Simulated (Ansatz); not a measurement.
N vacancy (broken-bond start) in wurtzite AlN: one set of geometries, relaxed with PBE, evaluated in Ansatz (PAW, plane waves to 420 eV, 500 eV under r2SCAN) with PBE, r2SCAN.

Set-up: 192-site cell; 2×2×1 shifted k-points; start: the N site; a neighbour pushed 0.95 Å away from the vacancy; charged states image-corrected; finite-size errors of tenths of an eV; flagged in the runs: a host whose relaxation on this sampling wasn't shown to rest.

```json
[
 {"quantity": "host gap (eV)", "PBE": "4.03", "r2SCAN": "___"},
 {"quantity": "ε(+2/+1) above the VBM (eV)", "PBE": "0.19", "r2SCAN": "___"},
 {"quantity": "ε(+1/0) above the VBM (eV)", "PBE": "3.28", "r2SCAN": "___"},
 {"quantity": "largest moment on one atom at charge +2 (μB)", "PBE": "0.02", "r2SCAN": "___"},
 {"quantity": "neutral formation energy against N2 molecule in a box (eV)", "PBE": "5.74", "r2SCAN": "___"},
 {"quantity": "largest moment on one atom at charge 0 (μB)", "PBE": "0.04", "r2SCAN": "___"}
]
```

Question: Given the lower rungs, what does r2SCAN give?

Answer: 
- host gap (eV), r2SCAN: 4.67
- ε(+2/+1) above the VBM (eV), r2SCAN: 0.54
- ε(+1/0) above the VBM (eV), r2SCAN: 3.59
- largest moment on one atom at charge +2 (μB), r2SCAN: 0.03
- neutral formation energy against N2 molecule in a box (eV), r2SCAN: 6.50
- largest moment on one atom at charge 0 (μB), r2SCAN: 0.05

Ansatz is a program for electronic structure.
